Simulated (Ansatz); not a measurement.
We consider pyrite PtAs₂, described by LDA in Ansatz (PAW).

Numerical settings: plane-wave cutoff 520 eV, 6×6×6 k mesh, Fermi–Dirac smearing 0.01 eV, scalar-relativistic PAW data made under PBE.

Cell (measured lattice):

```cif
data_As8Pt4
_chemical_formula_sum 'As8 Pt4'
_space_group_name_H-M_alt 'Pa-3'
_space_group_IT_number 205
_space_group_name_Hall '-P 2ac 2ab 3'
_cell_length_a 5.96700
_cell_length_b 5.96700
_cell_length_c 5.96700
_cell_angle_alpha 90.000
_cell_angle_beta 90.000
_cell_angle_gamma 90.000
loop_
_atom_site_label
_atom_site_type_symbol
_atom_site_symmetry_multiplicity
_atom_site_Wyckoff_symbol
_atom_site_fract_x
_atom_site_fract_y
_atom_site_fract_z
_atom_site_occupancy
As1 As 8 c 0.38304 0.38304 0.38304 1
Pt1 Pt 4 a 0.00000 0.00000 0.00000 1
```

Predict the band gap, smallest direct gap on the k points sampled and direct gap at Γ.


- band gap = 0.20 eV
- smallest direct gap on the k points sampled = 0.99 eV
- direct gap at Γ = 1.64 eV

Note: cell and atoms aren't relaxed at this level (pressure -1.9 GPa).

Spin–orbit coupling is not included; it can close the smallest gap of 0.20 eV.

The computed numbers hold no vibrational or temperature effects.

Ansatz is a first-principles code.
